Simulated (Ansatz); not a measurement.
The starting structures come from a database of crystals and need not be the phases stable at ambient conditions.

 Where the default PAW files enter, the runs use the earlier of Ansatz's two default sets.

By PBEsol, the system below comes out a metal.

The ballistic (Sharvin) conductance counts the channels at the Fermi level: G/A = (e²/h) × channels of both spins per area.

Given:

```
CELL_PARAMETERS angstrom
      5.03876     0.00000     0.00000
      0.00000     7.12588     0.00000
      0.00000     3.56294     3.49308
ATOMIC_POSITIONS crystal
  Ge 0.00000 0.00000 0.00000
  Ge 0.50000 0.50000 0.00000
  Mo 0.50000 0.75000 0.25000
  Mo 0.50000 0.25000 0.75000
  Mo 0.00000 0.50000 0.25000
  Mo 0.00000 0.50000 0.75000
  Mo 0.25000 0.00000 0.50000
  Mo 0.75000 0.00000 0.50000
```

Space group of this cell: Cccm. The cell is strained (lengths across the current scaled by 1.02, ions clamped); by PBEsol its mean pressure is -13.3 GPa.

The current flows along the normal of the first two printed cell vectors. No spin-orbit coupling; the value is a mean over 0.1 eV about the Fermi level.

Question: State the ballistic conductance per area according to PBEsol (Ansatz, a first-principles code).

Answer: 0.76 × 10¹⁵ S/m² for both spins.
